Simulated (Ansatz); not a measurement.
Results of PBEsol (PAW; Ansatz, an electronic-structure program) for AlZnNO (model structure, started from the AlSiCN type, P3m1, No. 156, 4 atoms in the cell).

Numerical settings: plane-wave cutoff 520 eV, 12×12×6 k mesh (along the axes of the cell as run), Fermi–Dirac smearing 0.01 eV, scalar-relativistic PAW data made under PBE.

Cell (relaxed at this level):

AlZnNO is taken in the trigonal space group P3m1 (No. 156), Pearson symbol hP4. Cell: a = b = 3.1384 Å, c = 5.1453 Å, α = β = 90.00°, γ = 120.00°. Al on 1b sees 1 O at 1.821 Å and 3 N at 1.887 Å (tetrahedral). Zn on 1c sees 1 N at 1.958 Å and 3 O at 1.998 Å (tetrahedral). O on 1b has 1 Al at 1.821 Å and 3 Zn at 1.998 Å (tetrahedral). N on 1c is coordinated by 3 Al at 1.887 Å and 1 Zn at 1.958 Å (tetrahedral). (Neighbours: up to the widest gap in distance over summed covalent radii, below 1.35, at either atom; cation-cation and far metal-metal contacts left out.)

Task: Predict the band gap.

Result: 
band gap: 2.25 eV (direct)

Note: the relaxation could raise the start's symmetry but not lower it, so the cell can be a saddle point.

Static lattice: no zero-point or thermal effects.

A model structure was made by putting elements into a prototype or built by hand; it is no filed structure, need not be a known phase, and can be a saddle point held by its symmetry.
